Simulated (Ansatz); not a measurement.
System: SrBr₂ (Pnma, No. 62; cell taken from a computed entry). Method: r²SCAN+rVV10 (Ansatz, a quantum-chemistry and plane-wave program, PAW).

Run with plane-wave cutoff 500 eV, 4×8×6 k mesh (along the axes of the cell as run), Fermi–Dirac smearing 0.05 eV, scalar-relativistic PAW data made under PBE.

Cell (relaxed at this level):

```xyz
12
Lattice="11.2804 0.0000 0.0000 0.0000 4.6755 0.0000 0.0000 0.0000 7.7517" Properties=species:S:1:pos:R:3 pbc="T T T"
Sr     9.3809     1.1689     1.0676
Sr     1.8995     3.5066     6.6841
Sr     7.5397     3.5066     4.9435
Sr     3.7407     1.1689     2.8083
Br     4.4048     3.5066     4.7926
Br     6.8756     1.1689     2.9591
Br     1.2354     1.1689     0.9167
Br    10.0450     3.5066     6.8350
Br     1.3752     1.1689     4.7798
Br     9.9053     3.5066     2.9719
Br     4.2650     3.5066     0.9040
Br     7.0154     1.1689     6.8478
```

Task: Predict the band gap.

Result: 
* **band gap**: 5.08 eV (on the SCF k mesh)

Note: the relaxation could not lower the start's symmetry, so the cell can be a saddle point above a distorted one.

Spin–orbit coupling is not included.

Static lattice: no zero-point or thermal effects.

Computing time: roughly 14 core-minutes.
